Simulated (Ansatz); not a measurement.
The parent structure is ZnO in the wurtzite structure (space group P6_3mc, No. 186).

```
CELL_PARAMETERS angstrom
      3.23518     0.00000     0.00000
     -1.61759     2.80175     0.00000
      0.00000     0.00000     5.21141
ATOMIC_POSITIONS crystal
  Zn 0.66667 0.33333 0.00241
  Zn 0.33333 0.66667 0.50241
  O  0.66667 0.33333 0.62279
  O  0.33333 0.66667 0.12279
```

Cartesian axes are those of the cell as printed.

Method: Kohn–Sham DFT with the r2SCAN functional, run in Ansatz (an electronic-structure program) with PAW and 500 eV plane waves, no SOC.

Strains are applied to the cell and any free atomic positions relax.

One change was made to it. Results:

```csv
quantity,base,after
"valence-band top at Γ (three highest levels, from the VBM)","0.00, 0.00, -0.10 eV","0.00, -0.02, -0.14 eV"
energy relative to the base (free energy F),0 meV/atom,+2.8 meV/atom
```

Problem. Which of these changes matches the shifts?
(A) tensor shear ε_xz = −2.23 %
(B) uniaxial strain ε_yy = +3.63 %
(C) isotropic strain −0.28 %

Solution. A, tensor shear ε_xz = −2.23 %. For comparison, the valence-band top at Γ in the other runs: uniaxial strain ε_yy = +3.63 % gives 0.00, -0.09, -0.12 eV; isotropic strain −0.28 % gives 0.00, 0.00, -0.10 eV.

The levels and masses belong to the bands next to the band gap. Stability against distortions was not tested.
